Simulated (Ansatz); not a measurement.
The starting structures come from a database of crystals and need not be the phases stable at ambient conditions.

 Where the default PAW files enter, the runs use the earlier of Ansatz's two default sets.

Inside the gap of an insulator the Bloch states are evanescent, with a wavenumber k + iκ along the transport direction.

Input:

```
InP
1.0
    4.16811     0.00000     0.00000
    0.00000     6.83999     0.00000
    2.08406     0.00000     3.50140
In P
2 2
Direct
  0.66667   0.49980   0.66667
  0.33333   0.99980   0.33333
  0.66667   0.12520   0.66667
  0.33333   0.62520   0.33333
```

Space group of this cell: Cmc2_1. The cell is strained (lengths along the current scaled by 0.97, ions clamped); by r2SCAN its mean pressure is 2.4 GPa.

Transport runs along the normal of the first two printed cell vectors.

The gap is the functional's own. No spin-orbit coupling. Mid-gap values are interpolated on the energy grid.

**Question.** Compute, with r2SCAN in Ansatz (an electronic-structure program), the band gap and the smallest decay constant κ at mid-gap.

**Answer.** Gap 1.18 eV on a 8×6×8 mesh; κ = 0.084 1/Å, at the zone centre.
